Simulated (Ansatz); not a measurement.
**Pd in the fcc (Cu type) structure (space group Fm-3m, No. 225)**

Pd is modelled in the cubic space group Fm-3m (No. 225), the fcc (Cu type) structure, Pearson symbol cF4. Lattice parameters: a = b = c = 3.9084 Å, α = β = γ = 90.00°. Pd on 4a sees 12 Pd at 2.764 Å (cuboctahedral). (Neighbours: up to the widest gap in distance over summed covalent radii, below 1.35, at either atom.)
(The calculation used a cell of 1 atom; values per cell refer to that cell.)

All numbers come from DFT with r2SCAN, PAW potentials and a 500 eV plane-wave cutoff in Ansatz (an electronic-structure program), no SOC. Settings: 20×20×20 k-points, 0.05 eV Fermi–Dirac smearing.

```yaml
volume_per_atom: 14.93 Å³
density: 11.84 g/cm³
band_gap: zero
total_energy: -6985.734 eV/atom (σ→0; compares only within this code and set-up)
```

Whether these cells are dynamically stable was not tested. The final runs are not spin-polarised. Pd has a high density of states at the Fermi level and may be magnetic at this level.
